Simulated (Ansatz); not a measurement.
Start from CsPbCl3 in the cubic perovskite structure (space group Pm-3m, No. 221; a = 5.521 Å). Axes: x, y, z lie along the cube axes.

One thing is altered: compressive biaxial strain of 2.50 % in the plane normal to [111], as in epitaxy on a mismatched substrate; the out-of-plane cell vector and the atoms relax.

The values are results of LDA, PAW, 420 eV (Ansatz, a quantum-chemistry and plane-wave program; no spin-orbit coupling), not measurements.

### Question
Give the band edges at the high-symmetry points of the new zone, measured from its valence-band maximum.

### Answer
```csv
point,valence edge (eV),conduction edge (eV)
Γ,-2.80,2.71
T,0.00,1.39
H₂,-0.11,1.42
H₀,-0.11,1.42
L,-1.88,2.74
S₀,-0.93,2.11
S₂,-0.93,2.11
F,-0.91,2.09
```

The gap is 1.39 eV, direct at T.

With Pb present, leaving out spin-orbit coupling can change the band edges. Stability against distortions was not tested. Many cubic perovskites are stable only at high temperature; tilts and polar distortions were not tested. This is not the structure that CsPbCl3 has at room temperature and ambient pressure. k-point labels follow each cell's own Brillouin zone.
